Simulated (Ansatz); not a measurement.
**Bi2O2Te (I4/mmm, No. 139, 5 atoms in the cell; start mp-849872)**

Method: LDA (plane waves, PAW; Ansatz, a first-principles code).

Run with plane-wave cutoff 520 eV, 14×14×14 k mesh, Fermi–Dirac smearing 0.05 eV, scalar-relativistic PAW data made under PBE.

Cell (relaxed at this level):

```xyz
5
Lattice="0.0000 6.2536 2.7828 2.7828 0.0000 2.7828 2.7828 6.2536 0.0000" Properties=species:S:1:pos:R:3 pbc="T T T"
Bi     2.7828     8.1578     2.7718
Bi     2.7828     4.3494     2.7718
Te     2.7828     6.2536     5.5542
O      1.3914     3.1268     1.3802
O      4.1742     9.3804     4.1630
```

```yaml
band_gap: zero (no gap)
bulk_modulus: 83.4 GPa
```

Note: the relaxation could not lower the start's symmetry, so the cell can be a saddle point above a distorted one; the bulk modulus is −V dP/dV from two relaxed cells at ±2 % in volume.

Spin–orbit coupling is not included; it can open a gap where bands touch, and shift volumes and moduli.

A start named mp-… is a Materials Project structure, which need not be a measured phase.
